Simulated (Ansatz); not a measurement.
## Ge: energy against strain

Ge (diamond, Fd-3m, 22.214 Å³/atom at rest, cube axes along x, y and z) under a strain ε along a cube axis (axis z), the other axes held. LDA in Ansatz, a plane-wave DFT program (PAW, default set), 420 eV, 14×14×14 Γ-centred mesh, Fermi-Dirac smearing 0.05 eV; ions are relaxed within the symmetry of each cell.

Here s stands for strain and y for E less E0.

| strain (%) | E less E0 (meV/atom) |
|---|---|
| -1.50 | 1.89 |
| -1.00 | 0.83 |
| -0.50 | 0.20 |
| 0.00 | 0.00 |
| 0.50 | 0.21 |
| 1.00 | 0.84 |
| 1.50 | 1.88 |
| 3.00 | ? |

### Question
Fit y against s with a parabola, and predict the withheld value at s = 3.00.

### Answer
Least squares gives y = -0.003 + 0.0000·s + 0.8390·s². Residuals (row less fit): 0.005, -0.006, -0.007, 0.003, 0.003, 0.004, -0.005; standard error 0.006 (degrees of freedom: 4). Twice the quadratic coefficient over the volume, 2 × 0.8390 meV × 10⁴ × 0.1602 / 22.214 Å³, is the elastic constant C11 = 121 ± 0.4 GPa. At the withheld row, y = -0.003 + 0.0000 × 3.0 + 0.8390 × 3.0² = 7.548 meV/atom. The calculation gives 7.36 meV/atom, 0.188 meV/atom below the prediction (2.6 % of the range of y in the table). The row lies outside the fitted rows, so this is an extrapolation. From the scatter of the fitted rows alone, a prediction at this place has a standard error of 0.025 meV/atom, so the miss is 7.5 times that.

One order more, fitted to all 13 runs of the series, follows each within 0.01, so the miss is the next term of a smooth law. This level leaves no gap over 0.05 eV at strain -1.50, -1.00, -0.50, 0.00, 0.50, 1.00, 1.50, 3.00, where the mesh may be coarse. Rows are the converged runs of the series near zero and its far end; series whose fitted rows scatter by over a few per cent of the range, as at a crossing or softening among them, aren't shown in this form. Most that stay on the fit to the last digits aren't either.
